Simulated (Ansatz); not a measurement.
BN (I-4m2), r2SCAN, rigid bands (Ansatz, a program for electronic structure): Condition of this run: uniaxial stress along [001] of -27 GPa (compression positive) (the target of the relaxation). band gap 4.59 eV, N_c = 1.38e19 cm⁻³ and N_v = 4.50e19 cm⁻³ at 300 K, conductivity masses along y (a = (0.00, 1.79, 1.87) Å; b = (1.79, 0.00, 1.87) Å; c = (1.79, 1.79, 0.00) Å) of 0.441 mₑ (electrons) and 0.534 mₑ (holes). Take k_BT = 0.02585 eV.

Find the intrinsic carrier density and the intrinsic Fermi level.

n_i = √(N_c N_v) exp(−E_g/2k_BT) = 2.49e19 × exp(−88.77) = 7.0e-20 cm⁻³. The level lies (k_BT/2) ln(N_v/N_c) = 15 meV from mid-gap (positive towards the conduction band). Each 0.1 eV added to the gap lowers n_i by a factor of 6.9.

A film of it is 2 nm thick, with its normal along the direction named. Estimate the confinement energies in an infinite well.

ħ²π²/(2m t²) = 0.376 eV·nm²/(m/mₑ × t²) gives 213 meV for electrons and 176 meV for holes, so the gap would widen to about 4.98 eV. Finite barriers and nonparabolic bands lower this, and with several valleys or bands the heaviest mass along the normal sets the lowest level, not this average.

What thermal injection velocity √(2k_BT/πm) limits a ballistic channel along the direction named?

8.10e6 cm/s for electrons and 7.36e6 cm/s for holes, a ratio of √(m_h/m_e) = 1.10, for dilute carriers.

Rigid, parabolic bands with the computed gap; masses take one relaxation time for all states. Spin-orbit coupling is left out. Geometry: cell and atoms relaxed with PBEsol.
